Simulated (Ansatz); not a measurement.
**In₃SbTe₂ (Immm, No. 71, 6 atoms in the cell; start mp-1223976)**

Level of theory: LDA (Ansatz, a first-principles code, PAW).

Numerical settings: plane-wave cutoff 520 eV, 16×16×16 k mesh, Fermi–Dirac smearing 0.05 eV, scalar-relativistic PAW data made under PBE.

Cell (relaxed at this level):

```
In3SbTe2
1.0
   -2.14175     3.01562     6.42099
    2.14175    -3.01562     6.42099
    2.14175     3.01562    -6.42099
In Sb Te
3 1 2
Direct
  0.00000   0.00000   0.00000
  0.65958   0.65958   0.00000
  0.34042   0.34042   0.00000
  0.50000   0.00000   0.50000
  0.17134   0.67134   0.50000
  0.82866   0.32866   0.50000
```

```
Item                Value
---------------  --------
band gap             none
bulk modulus B0  56.4 GPa
```

Note: the relaxation could not lower the start's symmetry, so the cell can be a saddle point above a distorted one; the bulk modulus is −V dP/dV from two relaxed cells at ±2 % in volume.

Spin–orbit coupling is not included; it can open a gap where bands touch, and shift volumes and moduli.

Computed values are for the static lattice.

A start named mp-… is a Materials Project structure, which need not be a measured phase.
